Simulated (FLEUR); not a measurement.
**How far to go with the basis cutoff: Fe (Im-3m, 1 atom in the cell)**

```xyz
1
Lattice="-1.4307 1.4307 1.4307 1.4307 -1.4307 1.4307 1.4307 1.4307 -1.4307" Properties=species:S:1:pos:R:3 pbc="T T T"
Fe     0.0000     0.0000     0.0000
```
Moments meant for the start (each program seeds them in its own way; μB, in the order of the atoms Fe): 2.5.

Method of the run: PBE, all-electron FLAPW (FLEUR), scalar-relativistic valence in FLEUR.

Base settings: Kmax = 3.6 1/bohr; GmaxXC = 12.6 1/bohr; xcFunctional = pbe; jspins = 2; l_soc = F; mode = hist; fermiSmearingEnergy = 0.00367493 Htr; mesh (inpgen div1-3) = 6 6 6; inpgen gamma flag = true; Gmax = 12.6 1/bohr.

Moved along: Gmax, GmaxXC.

The second cell is the first with its lattice scaled by 0.98.

The mesh stays at the base's, so the ladder's end is converged at best in this setting alone.

Only quantities that move along the ladder and can be compared are tabulated.

The magnetic state is not the same in all runs (site moments differ, or a search went on to a lower state), so steps between rows are not convergence errors alone.

The starting cell has typed, rounded lattice constants, without a prior relaxation at this level. Its lattice was rescaled by up to half a per cent. With one magnetic atom in the cell only a parallel order is possible. Values depend on the basis (sphere radii, cutoffs, local orbitals), which need not be converged.

```csv
Kmax,free energy less the last step's (meV/atom),energy of the compressed cell less the first (meV/atom),net moment (μB/atom)
2.13 1/bohr,22596.23,-1662.32,0.000
2.28 1/bohr,17110.70,-542.56,0.000
2.41 1/bohr,12202.38,-134.04,1.659
2.55 1/bohr,8185.11,-489.55,2.525
2.67 1/bohr,5469.14,-313.55,2.517
2.79 1/bohr,3454.66,121.35,2.451
3.01 1/bohr,1611.88,-54.16,2.337
3.22 1/bohr,686.90,61.42,2.231
3.42 1/bohr,338.01,-6.64,2.227
3.6 1/bohr,172.79,5.92,2.229
3.78 1/bohr,91.24,5.40,2.229
3.94 1/bohr,52.43,4.44,2.229
4.18 1/bohr,20.34,4.18,2.229
4.41 1/bohr,7.17,4.86,2.229
4.76 1/bohr,0.00,4.63,2.229
```

Coarsest Kmax that holds the net moment within 0.05 μB/atom of the last step, with all finer ones: 3.22 1/bohr; the step before is off by 0.11 μB/atom.

Coarsest Kmax that holds the energy of the compressed cell less the first within 2 meV/atom of the last step, with all finer ones: 3.6 1/bohr; the step before is off by 11 meV/atom.

Coarsest Kmax that holds the free energy within 5 meV/atom: not settled: the last two steps still differ by 7.2 meV/atom, over half the tolerance, so the ladder does not show it.
